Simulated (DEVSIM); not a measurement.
Structure: Schottky contact on n-type Si, at 250 K.

Layer 1 from the left is Si, thickness (μm) 0.700, Nd (cm⁻³) 2e16, τn (s) 2.8e-5, τp (s) 2.8e-5.

Left contact: Schottky, work function 4.91 eV, emission velocity 1e7 cm/s. Right contact: ohmic. Voltage is applied to the left contact. Recombination: SRH at mid-gap, radiative. Mobility is μmin + (μ − μmin)/(1 + (N/Nref)^α).

The device is made up for the run: typed textbook-type constants, with dimensions and the other settings drawn at random. Values at 300 K; Nc and Nv go as T^1.5, mobilities as T to minus their exponent, the gap by Varshni's rule with the affinity fixed.

Si: gap (eV) 1.124, affinity (eV) 4.05, permittivity 11.7, Nc (cm⁻³) 2.86e19, Nv (cm⁻³) 3.1e19, μn (cm²/Vs) 1417, μp (cm²/Vs) 470, μn,min 52, μp,min 45, Nref,n 9.7e16, Nref,p 2.2e17, αn 0.68, αp 0.72, T exponent of μn 2.3, T exponent of μp 2.2, B (cm³/s) 4.7e-15, Varshni α (eV/K) 0.000473, Varshni β (K) 636.

Simulated with DEVSIM: 1D drift-diffusion, Boltzmann statistics, complete ionisation; no tunnelling, impact ionisation, image-force lowering or self-heating. Metal contacts follow the ideal Schottky-Mott rule: no Fermi-level pinning, no interface dipoles.

Dark forward current:

| |V| (V) | |J| (A/cm²) |
|---|---|
| 0.05 | 1.341e-9 |
| 0.10 | 1.493e-8 |
| 0.15 | 1.527e-7 |
| 0.20 | 1.549e-6 |
| 0.25 | 1.568e-5 |
| 0.30 | 0.0001586 |
| 0.35 | 0.001601 |
| 0.40 | 0.01612 |
| 0.45 | 0.1618 |
| 0.50 | 1.613 |
| 0.55 | 15.77 |
| 0.60 | 140.8 |
| 0.65 | 854.7 |
| 0.70 | 2672 |

**Question.** Work out the local ideality factor n = ΔV / (kT/q · ln(J2/J1)) between the rows 0.10 and 0.15 V, 0.65 and 0.70 V.

**Answer.** kT/q = 21.54 mV. From 0.10 to 0.15 V: ln(1.527e-7/1.493e-8) = 2.325, n = 1.00, near the 1 of diffusion or emission over a barrier. From 0.65 to 0.70 V: ln(2672/854.7) = 1.140, n = 2.04; the layers' resistance at their doping, Σ W/(qμN) = 1.3e-5 Ω cm², would take 24 mV of this step of 50 mV.

**Question.** Estimate the current at 0.30 V for emission alone, J0 = q v N_band exp(−φB/kT), and read the barrier back from the simulated current.

**Answer.** φB = 0.860 eV, N_band = 2.18e19 cm⁻³, J0 = 1.60e-10 A/cm²; J = J0 (exp(qV/kT) − 1) = 0.000178 A/cm². The simulation gives 0.000159 A/cm²; the estimate lies 12 % above. Read backwards, the simulated current gives an apparent barrier of 0.863 eV. The estimate leaves out transport through the depletion region and minority injection.
